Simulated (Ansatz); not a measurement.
**Ca under a change: isotropic strain +3.00 %**

Base system: Ca in the fcc (Cu type) structure (space group Fm-3m, No. 225; a = 5.527 Å; relaxed with 0.1 eV smearing).

It is then changed as follows: an isotropic linear strain of +3.00 %, atoms relaxed at fixed cell.

All numbers come from PBE (Ansatz, a first-principles code, PAW, without spin-orbit coupling). k-mesh 21×21×21 (Γ-centred); smearing 0.1 eV (Fermi–Dirac).

The volume per atom rises by 3.91 Å³, from 42.20 Å³ to 46.11 Å³ and the space group stays Fm-3m (No. 225). The shortest interatomic distance increases by 0.117 Å, from 3.908 Å to 4.025 Å and the energy rises by 17 meV/atom. The pressure goes from zero to -1.3 GPa and the band gap remains zero.

Stability against distortions was not tested.
